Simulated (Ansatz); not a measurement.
Electronic density of states of amorphous Si24O49H2, density 2.10 g/cm³, on a 2×2×2 Γ-centred mesh with a Gaussian width of 0.1 eV; energies count from the Fermi level, whose place inside the gap is arbitrary. Cell and mesh are small, so fine structure isn't converged. These are PBE, scalar-relativistic without spin-orbit coupling (plane waves to 420 eV, PAW; Ansatz, a program for electronic structure) values and carry that method's errors. Sampling: a 2×2×2 Γ-centred mesh; Fermi-Dirac width 0.02 eV; no spin polarisation. At PBE the levels at the filled edge of the gap are localised (band-tail or defect states), and the nearest spread-out levels lie 5.2 eV apart at the zone centre.

Preparation: random packing, a CHGNet melt and quench, and a DFT relaxation. O atoms were pushed apart under 1.9 Å during the dynamics, to hinder bonds among them. The hot cell started wider than the set density and was brought back towards it in steps. It is the lowest in DFT energy of 2 quenches. It is a model cell: composition and starting density were chosen by hand, and all elements were melted together. No dispersion term was used. Its density started from a set value of 2.18 and ended at 2.10 g/cm³. The quench (nominally 530 K/ps over its main leg) was far faster than any real one, so the model tends to hold more defects than a real film. One small periodic cell is one sample of the glass; other quenches scatter about these values. The volume was free in the relaxation, at fixed shape. Stress components on the final sampling reach 0.6 GPa.

(E - EF (eV), states/(eV atom)): (-12.00, 0.00); (-11.90, 0.03); (-11.80, 0.12); (-11.70, 0.11); (-11.60, 0.10); (-11.50, 0.19); (-11.40, 0.20); (-11.30, 0.18); (-11.20, 0.18); (-11.10, 0.19); (-11.00, 0.19); (-10.90, 0.17); (-10.80, 0.16); (-10.70, 0.19); (-10.60, 0.14); (-10.50, 0.13); (-10.40, 0.18); (-10.30, 0.20); (-10.20, 0.18); (-10.10, 0.21); (-10.00, 0.23); (-9.90, 0.20); (-9.80, 0.19); (-9.70, 0.18); (-9.60, 0.18); (-9.50, 0.18); (-9.40, 0.18); (-9.30, 0.20); (-9.20, 0.19); (-9.10, 0.23); (-9.00, 0.28); (-8.90, 0.29); (-8.80, 0.26); (-8.70, 0.28); (-8.60, 0.43); (-8.50, 0.49); (-8.40, 0.41); (-8.30, 0.38); (-8.20, 0.38); (-8.10, 0.45); (-8.00, 0.40); (-7.90, 0.40); (-7.80, 0.47); (-7.70, 0.45); (-7.60, 0.31); (-7.50, 0.27); (-7.40, 0.37); (-7.30, 0.45); (-7.20, 0.43); (-7.10, 0.37); (-7.00, 0.29); (-6.90, 0.35); (-6.80, 0.33); (-6.70, 0.38); (-6.60, 0.45); (-6.50, 0.31); (-6.40, 0.20); (-6.30, 0.18); (-6.20, 0.30); (-6.10, 0.30); (-6.00, 0.30); (-5.90, 0.39); (-5.80, 0.52); (-5.70, 0.54); (-5.60, 0.55); (-5.50, 0.63); (-5.40, 0.73); (-5.30, 0.80); (-5.20, 0.83); (-5.10, 0.79); (-5.00, 0.74); (-4.90, 0.78); (-4.80, 0.83); (-4.70, 0.85); (-4.60, 0.86); (-4.50, 0.88); (-4.40, 0.91); (-4.30, 0.90); (-4.20, 0.81); (-4.10, 0.71); (-4.00, 0.72); (-3.90, 0.75); (-3.80, 0.78); (-3.70, 0.76); (-3.60, 0.65); (-3.50, 0.67); (-3.40, 0.70); (-3.30, 0.71); (-3.20, 0.71); (-3.10, 0.67); (-3.00, 0.56); (-2.90, 0.44); (-2.80, 0.35); (-2.70, 0.17); (-2.60, 0.03); (-2.50, 0.02); (-2.40, 0.14); (-2.30, 0.24); (-2.20, 0.12); (-2.10, 0.01); (-2.00, 0.00); (-1.90, 0.00); (-1.80, 0.00); (-1.70, 0.00); (-1.60, 0.00); (-1.50, 0.00); (-1.40, 0.00); (-1.30, 0.00); (-1.20, 0.00); (-1.10, 0.00); (-1.00, 0.00); (-0.90, 0.00); (-0.80, 0.00); (-0.70, 0.00); (-0.60, 0.00); (-0.50, 0.00); (-0.40, 0.00); (-0.30, 0.00); (-0.20, 0.00); (-0.10, 0.00); (0.00, 0.00); (0.10, 0.00); (0.20, 0.00); (0.30, 0.00); (0.40, 0.00); (0.50, 0.00); (0.60, 0.00); (0.70, 0.00); (0.80, 0.00); (0.90, 0.00); (1.00, 0.00); (1.10, 0.00); (1.20, 0.00); (1.30, 0.00); (1.40, 0.00); (1.50, 0.00); (1.60, 0.00); (1.70, 0.00); (1.80, 0.00); (1.90, 0.00); (2.00, 0.00); (2.10, 0.00); (2.20, 0.02); (2.30, 0.01); (2.40, 0.01); (2.50, 0.03); (2.60, 0.05); (2.70, 0.05); (2.80, 0.06); (2.90, 0.06); (3.00, 0.05); (3.10, 0.03); (3.20, 0.03); (3.30, 0.05); (3.40, 0.07); (3.50, 0.08); (3.60, 0.10); (3.70, 0.10); (3.80, 0.09); (3.90, 0.09); (4.00, 0.12); (4.10, 0.19); (4.20, 0.22); (4.30, 0.15); (4.40, 0.11); (4.50, 0.13); (4.60, 0.14); (4.70, 0.16); (4.80, 0.22); (4.90, 0.29); (5.00, 0.32); (5.10, 0.29); (5.20, 0.27); (5.30, 0.33); (5.40, 0.37); (5.50, 0.40); (5.60, 0.42); (5.70, 0.42); (5.80, 0.39); (5.90, 0.36); (6.00, 0.42); (6.10, 0.50); (6.20, 0.51)

The level gap on this mesh is 4.48 eV; the broadening fills part of it in the curve.
